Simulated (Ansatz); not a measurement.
The parent structure is KCl in the rock salt structure (space group Fm-3m, No. 225; a = 6.3814 Å).

All numbers come from Ansatz (a quantum-chemistry and plane-wave program), PBE, PAW, cutoff 420 eV, no spin-orbit coupling.

Before the change:

The density comes out as 1.91 g/cm³ and the band gap comes out as 5.05 eV.

One thing is altered: cell and atoms relaxed at a pressure of 0.3 GPa.

Task: Predict the new density.

Result: The density rises by 0.03 g/cm³, from 1.91 g/cm³ to 1.94 g/cm³.

Task: What happens to the band gap?

Result: The band gap rises by 0.06 eV (5.05 eV → 5.11 eV).

Load acts through the strain it causes; cell and atoms are relaxed under it. Whether these cells are dynamically stable was not tested.
